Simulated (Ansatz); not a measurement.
Consider CdGeAs2 in the chalcopyrite structure (space group I-42d, No. 122; a = 6.0477 Å, c = 11.4884 Å). Axes: x, y, z lie along a, b, c of the conventional cell.

Method: PBE (Ansatz, a quantum-chemistry and plane-wave program; PAW; 420 eV plane waves; no spin-orbit coupling).

Before the change:

The pressure is -0.01 GPa.

One thing is altered: biaxial strain +0.75 %, plane normal [001], relaxed out of plane (Cartesian); in-plane vectors clamped, the third vector and the atoms free.

Question: How does this affect the energy relative to the base and pressure?

Answer: The energy grows by 0.7 meV/atom; the pressure (mean of the normal stresses, compression positive) drops by 0.349 GPa, from -0.01 GPa to -0.35 GPa.

Whether these cells are dynamically stable was not tested.
